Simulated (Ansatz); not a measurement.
System: 1T (CdI2-type) MgI2. Method: Hartree–Fock (Ansatz, a first-principles code, plane waves, PAW).

Total energies, extrapolated to zero smearing (they compare only within this program, potentials and cutoff; free atoms with spin allowed, lowest state found):

```csv
system,energy (eV/atom)
"1T (CdI2-type) MgI2, relaxed",-5606.2299
free Mg atom,-1912.8593
free I atom,-7450.1341
```

Work out the cohesive energy per atom.

E_coh = [1 × (-1912.8593) + 2 × (-7450.1341)]/3 − (-5606.2299) = 1.85 eV/atom. The reference value is 2.52 ± 0.03 eV/atom (worked out here from tabulated enthalpies at 298 K, copied from a table, unchecked, brought to a static lattice with a Debye model, atoms in their spin–orbit ground levels; inputs from the CRC Handbook), not set against a level without spin–orbit coupling.

Spin–orbit coupling is left out; its size isn't shown.

The PAW data were made under PBE.

Note: the cell comes from a level without a dispersion term, which matters for the spacing of layers, chains or molecules.
